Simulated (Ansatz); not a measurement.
Take ZrS₂ in the CdI2 type structure (space group P-3m1, No. 164; a = 3.6348 Å, c = 5.7196 Å; layered, stacked along the Cartesian z axis) as the base.

Computed with DFT with PBE-D3(BJ), PAW potentials and a 420 eV plane-wave cutoff in Ansatz (an electronic-structure program), spin-orbit coupling left out.

For the base:

* **Band gap**: 0.66 eV
* **Width of the top valence band**: 2.07 eV

The change: the cell is scaled by 1.0250 in all directions, atoms relaxed at fixed cell.

Q: What happens to the band gap and width of the top valence band?

A: The band gap rises by 0.30 eV, from 0.66 eV to 0.96 eV; the width of the top valence band shrinks by 0.215 eV to 1.85 eV.

The cells carry an imposed strain or load. Gaps are read on the SCF mesh and a high-symmetry path. Stability against distortions was not tested.
